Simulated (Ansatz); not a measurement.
BN: pressure series

The parent structure is BN in the h-BN type structure (space group P6_3/mmc, No. 194; a = 2.501 Å, c = 6.526 Å; layered, stacked along the Cartesian z axis).

Cell and atoms are relaxed at each pressure.

Computed with r2SCAN+rVV10 in Ansatz (plane waves to 500 eV, PAW, no spin-orbit coupling).

Candidates:
(a) pressure 2.1 GPa
(b) pressure −2 GPa
(c) pressure 9 GPa

For the base:

The band gap is 4.74 eV.

Order them by band gap, lowest first.

(c) pressure 9 GPa (4.61 eV), (a) pressure 2.1 GPa (4.67 eV), (b) pressure −2 GPa (4.88 eV)

Load acts through the strain it causes; cell and atoms are relaxed under it. Whether these cells are dynamically stable was not tested. No other phases were tried under pressure.

Ansatz is an electronic-structure program.
